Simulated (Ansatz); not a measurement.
**What pressure 2.1 GPa does to WSi2**

Start from WSi2 (space group I4/mmm, No. 139; a = 3.229 Å, c = 7.867 Å).

Modification: cell and atoms relaxed at a pressure of 2.1 GPa.

Level of theory: Kohn–Sham DFT with the PBE functional, run in Ansatz (a quantum-chemistry and plane-wave program) with PAW and 420 eV plane waves, no SOC. k-mesh 20×20×20 (Γ-centred); smearing 0.05 eV (Fermi–Dirac).

The density increases by 0.09 g/cm³ to 9.81 g/cm³ and the c/a ratio is nearly the same (2.436 against 2.438). The enthalpy H = E + PV relative to the base's energy is +0.18 eV/atom and the band gap remains zero.

Load acts through the strain it causes; cell and atoms are relaxed under it. Whether these cells are dynamically stable was not tested. The final runs are not spin-polarised.
